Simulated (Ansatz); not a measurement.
The structure below was relaxed with plane-wave PAW DFT at the PBEsol-D3(BJ) level (Ansatz, a program for electronic structure, 420 eV), no spin-orbit coupling, at pressure 5 GPa.

```yaml
crystal:
  lattice:
    - [3.07865, 0.00000, 0.00000]
    - [-1.53933, 2.66619, 0.00000]
    - [0.00000, 0.00000, 11.40046]
  atoms:
    - { symbol: W, position: [0.66667, 0.33333, 0.25000] }
    - { symbol: W, position: [0.33333, 0.66667, 0.75000] }
    - { symbol: S, position: [0.66667, 0.33333, 0.88829] }
    - { symbol: S, position: [0.33333, 0.66667, 0.38829] }
    - { symbol: S, position: [0.33333, 0.66667, 0.11171] }
    - { symbol: S, position: [0.66667, 0.33333, 0.61171] }
```

Problem. Find the space group and the Wyckoff positions.

Solution. Space group P6₃/mmc (No. 194); a = b = 3.0787 Å, c = 11.4005 Å, α = β = 90.00°, γ = 120.00°

```
atom  site  symmetry       x       y       z
----  ----  --------  ------  ------  ------
W       2d      -6m2  0.6667  0.3333  0.2500
S       4f       3m.  0.3333  0.6667  0.1117
```

Problem. Describe the coordination.

Solution. The crystal has 6 atoms in its conventional cell. Lattice parameters: a = b = 3.0787 Å, c = 11.4005 Å, α = β = 90.00°, γ = 120.00°. W has 6 S at 2.376 Å (trigonal prismatic). S is surrounded by 3 W at 2.376 Å (trigonal pyramidal). (Neighbours: up to the widest gap in distance over summed covalent radii, below 1.35, at either atom; cation-cation and far metal-metal contacts left out.)

Spin-orbit coupling, missing from the scalar runs, can matter with W. Load acts through the strain it causes; cell and atoms are relaxed under it. Stability against distortions was not tested. Competing high-pressure phases were not computed. The cell was made from WS$_{2}$ (space group P6_3/mmc, No. 194; layered, stacked along the Cartesian z axis) by this change: pressure 5 GPa.
